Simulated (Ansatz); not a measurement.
Si (R-3m), r2SCAN with spin-orbit coupling, rigid bands (Ansatz, a first-principles code): Condition of this run: uniaxial stress along [111] of -5.4 GPa (compression positive) (the target of the relaxation). band gap 0.61 eV, N_c = 4.97e19 cm⁻³ and N_v = 1.07e19 cm⁻³ at 300 K, conductivity masses of 0.307 mₑ (electrons) and 0.316 mₑ (holes). Take k_BT = 0.02585 eV.

Task: A film of it is 5 nm thick. Estimate the confinement energies in an infinite well.

Result: ħ²π²/(2m t²) = 0.376 eV·nm²/(m/mₑ × t²) gives 49.0 meV for electrons and 47.6 meV for holes, so the gap would widen to about 0.71 eV. Finite barriers and nonparabolic bands lower this, and with several valleys or bands the heaviest mass along the normal sets the lowest level, not this average.

Task: Find the intrinsic carrier density and the intrinsic Fermi level.

Result: n_i = √(N_c N_v) exp(−E_g/2k_BT) = 2.31e19 × exp(−11.80) = 1.7e14 cm⁻³. The level lies (k_BT/2) ln(N_v/N_c) = -20 meV from mid-gap (positive towards the conduction band). Each 0.1 eV added to the gap lowers n_i by a factor of 6.9.

Task: What built-in voltage has an abrupt junction with N_A = 1e16 and N_D = 1e17 cm⁻³, all dopants ionised?

Result: V_bi = E_g/e − (k_BT/e) ln(N_c N_v/(N_A N_D)) = 0.61 − 0.02585 × 13.18 = 0.27 V. It follows the computed gap one for one.

Rigid, parabolic bands with the computed gap; masses take one relaxation time for all states. Geometry: cell and atoms relaxed with PBEsol.
